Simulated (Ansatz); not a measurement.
Partial pair distribution functions of a relaxed model of amorphous Sn₁₂Sb₁₂S₃₆, broadened by 0.06 Å; density 4.38 g/cm³. Method: PBE-D3(BJ), scalar-relativistic without spin-orbit coupling (plane waves to 420 eV, PAW; Ansatz, an electronic-structure program).

Preparation: random packing, a CHGNet melt and quench, and a DFT relaxation. The hot cell started wider than the set density and was brought back towards it in steps. It is the lowest in DFT energy of 3 quenches. It is a model cell: composition and starting density were chosen by hand, and all elements were melted together. The geometry includes D3(BJ) dispersion. Its density started from a set value of 3.92 and ended at 4.38 g/cm³. Cooling (nominally 79 K/ps over its main leg) ran many orders faster than in experiment, which tends to leave more defects and strain. One small periodic cell is one sample of the glass; other quenches scatter about these values. Volume and shape were free in the relaxation.

```
r (Å)  g Sn-S  g Sb-S  g Sn-Sn  g Sb-Sb
-----  ------  ------  -------  -------
2.20     0.00    0.00     0.00     0.00
2.30     0.10    0.14     0.00     0.00
2.40     1.03    2.64     0.00     0.00
2.50     2.54    7.04     0.00     0.00
2.60     5.04    4.45     0.00     0.00
2.70     4.77    1.78     0.00     0.00
2.80     2.01    1.26     0.00     0.00
2.90     1.74    0.71     0.00     0.00
3.00     1.72    0.68     0.00     0.00
3.10     1.29    1.19     0.00     0.00
3.20     1.01    1.46     0.00     0.00
3.30     0.77    1.12     0.00     0.00
3.40     0.31    0.79     0.00     0.00
3.50     0.46    0.70     0.01     0.13
3.60     0.55    1.17     0.46     0.83
3.70     0.64    0.74     1.77     0.62
3.80     0.59    0.51     2.95     1.29
3.90     0.74    0.61     2.31     1.81
4.00     0.93    0.59     0.63     1.07
4.10     0.63    0.59     0.15     0.52
4.20     0.55    0.73     1.94     0.76
4.30     0.58    0.62     3.27     1.89
4.40     1.19    0.49     1.80     2.45
4.50     1.25    0.64     1.46     1.31
4.60     0.75    1.25     1.88     0.93
4.70     0.44    1.21     1.40     0.83
4.80     0.30    0.59     0.25     1.21
4.90     0.59    0.50     0.63     1.81
5.00     0.72    0.84     0.99     1.00
5.10     0.62    0.98     1.53     0.51
5.20     0.96    1.02     0.76     0.65
5.30     1.13    1.20     0.38     0.99
5.40     1.06    0.99     1.08     0.77
```

Within 3.02 Å each Sn has 3.92 S neighbours on average.
